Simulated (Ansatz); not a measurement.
Start from TaN in the rock salt structure (space group Fm-3m, No. 225; a = 4.376 Å).

Structures relaxed with PBEsol, PAW, 420 eV (Ansatz, a program for electronic structure; scalar-relativistic without spin-orbit coupling).

Base:

Simulated powder pattern, Cu Kα, λ = 1.54184 Å (kinematic, ideal powder, no thermal factors, no anomalous dispersion; the 14 strongest lines at most, above 2 %, up to 2θ = 90°):

```
2θ (°)  I/Imax (%)    hkl
------  ----------  -----
35.54          100  (111)
41.26           67  (200)
59.78           45  (220)
71.51           43  (311)
75.23           15  (222)
89.62          7.8  (400)
```

Perturbation: every N is replaced by Br, then cell and atoms are relaxed.

After the change:

Simulated powder pattern, Cu Kα, λ = 1.54184 Å (kinematic, ideal powder, no thermal factors, no anomalous dispersion; the 14 strongest lines at most, above 2 %, up to 2θ = 90°):

| 2θ (°) | d (Å) | I/Imax (%) | hkl |
|---|---|---|---|
| 28.95 | 3.084 | 27 | (111) |
| 33.56 | 2.671 | 100 | (200) |
| 48.19 | 1.888 | 73 | (220) |
| 57.20 | 1.610 | 14 | (311) |
| 60.00 | 1.542 | 26 | (222) |
| 70.53 | 1.335 | 12 | (400) |
| 77.97 | 1.225 | 5.8 | (331) |
| 80.41 | 1.194 | 34 | (420) |
| 90.00 | 1.090 | 27 | (422) |

The indices refer to each structure's own conventional cell; one index is shown for lines that coincide.

Stability against distortions was not tested. As relaxed here, TaBr is a hypothetical phase, not in the database extracts checked. No Hubbard U is applied, and correlation can decide whether such a compound is a metal. All final runs are without spin polarisation. TaBr has a high density of states at the Fermi level and may be magnetic at this level. This is not the structure that TaN has at room temperature and ambient pressure.
